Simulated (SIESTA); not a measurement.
Band structure of Os (P6_3/mmc, 4 atoms in the cell).

```
Os
1.0
    2.74343     0.00000     0.00000
   -1.37171     2.37588     0.00000
    0.00000     0.00000     8.82699
Os
4
Direct
  0.00000   0.00000   0.00000
  0.00000   0.00000   0.50000
  0.33333   0.66667   0.25000
  0.66667   0.33333   0.75000
```

Computed with GGA PBE, numerical atomic orbitals DZP, PseudoDojo PBE standard norm-conserving potentials (rewritten from UPF to PSML) (SIESTA 5.4.2).

Settings: XC.functional = GGA; XC.authors = PBE; potentials = PseudoDojo PBE standard; PAO.BasisSize = DZP; PAO.EnergyShift = 0.01 Ry; MeshCutoff = 300 Ry; kgrid.MonkhorstPack = 9 9 3; OccupationFunction = MP; OccupationMPOrder = 0; ElectronicTemperature = 0.1 eV; MaxSCFIterations = 150; SCF.Mixer.Method = Broyden; SCF.Mixer.Weight = 0.1; SCF.Mixer.History = 6.

The starting cell was generated: these elements placed on a structure prototype, without a prior relaxation; it need not be a known phase or ordering of this composition. Its lattice was rescaled by a random factor within 2.5 % of one. Spin-orbit coupling is off. Spin polarisation is off. Values carry the incompleteness of an atom-centred basis.

Levels in eV from the Fermi level, bands 29 to 34:
| point | 29 | 30 | 31 | 32 | 33 | 34 |
|---|---|---|---|---|---|---|
| Γ | -2.59 | -2.45 | -2.45 | -0.85 | -0.85 | -0.15 |
| M | -1.05 | 0.36 | 1.42 | 2.09 | 2.15 | 2.27 |
| K | -1.35 | -1.35 | 0.20 | 0.20 | 1.27 | 1.46 |
| A | -2.79 | -2.79 | -1.99 | -1.99 | -0.36 | -0.36 |
| L | -0.83 | -0.83 | 1.13 | 1.13 | 2.14 | 2.14 |
| H | -1.33 | -1.33 | -0.28 | -0.28 | 1.50 | 1.50 |

Bands cross the Fermi level along this path, so the cell is metallic at this level.

Higher empty bands are left out: an atom-centred basis made for the valence describes them poorly.
